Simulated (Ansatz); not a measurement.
Reference: Rh (Fm-3m), PBEsol, rigid bands (plane waves, PAW, scalar-relativistic; Ansatz, an electronic-structure program); geometry: cell and atoms relaxed with PBEsol.

```yaml
crystal:
  lattice:
    - [0.00000, 1.88966, 1.88966]
    - [1.88966, 0.00000, 1.88966]
    - [1.88966, 1.88966, 0.00000]
  atoms:
    - { symbol: Rh, position: [0.00000, 0.00000, 0.00000] }
```

The density of states at the Fermi level per atom comes out as 1.24 states/eV, the drude plasma energy is 10.2 eV and the root-mean-square Fermi velocity is 6.6 ×10⁵ m/s. The resistivity times mean free path comes out as 3.3 ×10⁻¹⁶ Ω·m².

Q: Replace Rh by Ir on the same sites and relax. What happens?

A: Ir (Fm-3m): volume per atom 13.5 to 14.0 Å³; density of states at the Fermi level per atom falls (1.24 states/eV to 0.88 states/eV); Drude plasma energy stays about the same (10.2 eV to 10.8 eV); root-mean-square Fermi velocity rises (6.6 ×10⁵ m/s to 8.4 ×10⁵ m/s); resistivity times mean free path rises (3.3 ×10⁻¹⁶ Ω·m² to 3.7 ×10⁻¹⁶ Ω·m²).

Q: Replace Rh by Cu on the same sites and relax. What happens?

A: Cu (Fm-3m): volume per atom 13.5 to 11.3 Å³; density of states at the Fermi level per atom falls (1.24 states/eV to 0.30 states/eV); Drude plasma energy falls (10.2 eV to 9.1 eV); root-mean-square Fermi velocity rises (6.6 ×10⁵ m/s to 10.9 ×10⁵ m/s); resistivity times mean free path rises (3.3 ×10⁻¹⁶ Ω·m² to 6.5 ×10⁻¹⁶ Ω·m²).

Q: Swap Rh for Ag, keeping the structure type. How do these values move?

A: Ag (Fm-3m): volume per atom 13.5 to 16.7 Å³; density of states at the Fermi level per atom falls (1.24 states/eV to 0.26 states/eV); Drude plasma energy falls (10.2 eV to 9.2 eV); root-mean-square Fermi velocity rises (6.6 ×10⁵ m/s to 14.3 ×10⁵ m/s); resistivity times mean free path rises (3.3 ×10⁻¹⁶ Ω·m² to 8.4 ×10⁻¹⁶ Ω·m²).

Moves up to 7 % count as about the same. Metals at this level; values at 300 K, both spins, means over directions. As a rough test of the mesh, the Fermi surface's area from every second k point differs by up to 5 %. The product of resistivity and mean free path takes one path for all states. Spin-orbit coupling is left out.

The missing spin-orbit coupling matters most for Ir (Fm-3m).
